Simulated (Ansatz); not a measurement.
**wurtzite AlN (1 0 0) on zinc-blende BAs (0 0 1), 4 anions of the cut taken off so that formal charges cancel (film strained to the substrate, started from cuts of the bulks and a machine-learned relaxation)**

A periodic stack without vacuum, wurtzite AlN (1 0 0) on zinc-blende BAs (0 0 1), 4 anions of the cut taken off so that formal charges cancel (film strained to the substrate, started from cuts of the bulks and a machine-learned relaxation): substrate slab As24B20, film Al30N26, surface cells [[0, -1], [4, 1]] and [[0, -1], [3, -1]], film strained by -4.2 and +2.4 %, outermost planes As/As and AlN/AlN as cut, which need not be the usual terminations and can put a slab off its formula.

The start was prepared with a machine-learned potential, and the result is one local minimum, with the in-plane cell held and forces under 0.04 eV/Å; the film can end far from its bulk form.

Methods: PBE (plane waves to 420 eV, PAW; Ansatz, an electronic-structure program); HSE06 (plane waves to 420 eV, PAW; Ansatz). Geometries and values that name no level are of the first. Spin–orbit coupling is left out; PBE gaps are too small against experiment. Its k-point mesh 5×3×1, Fermi–Dirac width 0.05 eV. HSE06 ran on meshes of its own (7×7×7, 6×3×6); its edges and gaps are taken over the mesh and over extra points off it, mostly where PBE has its edges.

| Item | Result |
|---|---|
| interface area | 46.3 Å² |
| period | 28.10 Å |
| gaps between the outermost planes at the two interfaces | 1.53 and 1.35 Å |
| Al–As contacts across the interfaces within 1.22 times the sum of covalent radii | 12, mean 2.62 Å |
| As–N contacts across the interfaces within 1.22 times the sum of covalent radii | 2, mean 1.86 Å |
| valence offset, film less substrate (PBE) | -1.73 eV |
| valence offset, film less substrate (HSE06 edges on the PBE line-up) | -2.26 eV |
| conduction offset (HSE06 edges on the PBE line-up) | +1.07 eV |
| spin-polarised check at this geometry | falls back to no moment |

```
CELL_PARAMETERS angstrom
      4.80904    -0.00067     0.06586
      4.80863     9.61759     0.19829
     -1.00980     1.40632    28.11368
ATOMIC_POSITIONS crystal
  As 0.63959 0.10898 0.11445
  As 0.89941 0.35820 0.11072
  As 0.16637 0.60641 0.11633
  As 0.39269 0.85767 0.11850
  As 0.10700 0.08206 0.02915
  As 0.35509 0.37041 0.02063
  As 0.65908 0.66400 0.03371
  As 0.84287 0.86689 0.03110
  As 0.70410 0.07438 0.28615
  As 0.95374 0.32534 0.28602
  As 0.20604 0.57689 0.28636
  As 0.45091 0.82677 0.28651
  As 0.17207 0.09391 0.20045
  As 0.42688 0.34169 0.19995
  As 0.68464 0.58943 0.20109
  As 0.92273 0.84231 0.20128
  As 0.74813 0.05337 0.45861
  As 0.91937 0.32334 0.45476
  As 0.33178 0.51654 0.45573
  As 0.54838 0.77727 0.46150
  As 0.23110 0.05964 0.37209
  As 0.47934 0.30652 0.37067
  As 0.73455 0.56301 0.37070
  As 0.97775 0.81037 0.37417
  B  0.02811 0.97733 0.15895
  B  0.28172 0.22683 0.15661
  B  0.55082 0.47237 0.15764
  B  0.79237 0.72257 0.15869
  B  0.50015 0.98674 0.07567
  B  0.75558 0.23546 0.06744
  B  0.03243 0.49595 0.07149
  B  0.25834 0.74381 0.07341
  B  0.08971 0.94229 0.32994
  B  0.34197 0.19027 0.32829
  B  0.59371 0.44309 0.32912
  B  0.84331 0.69605 0.32878
  B  0.56071 0.95950 0.24351
  B  0.81314 0.20864 0.24335
  B  0.06948 0.45842 0.24385
  B  0.31720 0.70882 0.24326
  B  0.60120 0.92907 0.41730
  B  0.87124 0.17549 0.41438
  B  0.12268 0.42713 0.41390
  B  0.38048 0.67678 0.41487
  Al 0.02761 0.62364 0.52501
  Al 0.04920 0.85575 0.51615
  Al 0.50133 0.23461 0.51649
  Al 0.70681 0.56892 0.58178
  Al 0.39374 0.89953 0.59065
  Al 0.02572 0.24401 0.57960
  N  0.09597 0.26946 0.51590
  N  0.31999 0.56877 0.58491
  N  0.00855 0.90273 0.58358
  N  0.64060 0.23653 0.57937
  Al 0.37861 0.39851 0.61402
  Al 0.06612 0.72733 0.61630
  Al 0.72725 0.06520 0.61340
  Al 0.90601 0.38509 0.67996
  Al 0.57858 0.71759 0.68252
  Al 0.24289 0.05421 0.67993
  N  0.99108 0.39383 0.61552
  N  0.67090 0.73048 0.61863
  N  0.32899 0.06928 0.61307
  N  0.51292 0.38438 0.67967
  N  0.18547 0.71847 0.68151
  N  0.84973 0.05256 0.67893
  Al 0.58484 0.21322 0.71155
  Al 0.25373 0.54481 0.71233
  Al 0.92125 0.87963 0.71222
  Al 0.10611 0.20123 0.77707
  Al 0.77243 0.53390 0.77787
  Al 0.44129 0.86721 0.77768
  N  0.19192 0.21282 0.71201
  N  0.86038 0.54440 0.71292
  N  0.52492 0.88176 0.71243
  N  0.71260 0.20104 0.77649
  N  0.37869 0.53412 0.77749
  N  0.04908 0.86559 0.77734
  Al 0.78502 0.02787 0.80785
  Al 0.44882 0.36139 0.80871
  Al 0.11879 0.69333 0.81044
  Al 0.30863 0.01747 0.87342
  Al 0.96683 0.34960 0.87437
  Al 0.63613 0.68319 0.87589
  N  0.39181 0.02868 0.80849
  N  0.05524 0.36173 0.80932
  N  0.72250 0.69445 0.81037
  N  0.91835 0.01461 0.87183
  N  0.57413 0.35019 0.87333
  N  0.24651 0.67803 0.87625
  Al 0.98728 0.84516 0.90772
  Al 0.66766 0.17425 0.90384
  Al 0.31360 0.50355 0.90900
  Al 0.39623 0.85698 0.96547
  Al 0.37714 0.15893 0.97215
  Al 0.81161 0.49020 0.97184
  N  0.59749 0.84576 0.90682
  N  0.24938 0.17864 0.90510
  N  0.91334 0.50926 0.90866
  N  0.46782 0.46376 0.97268
```
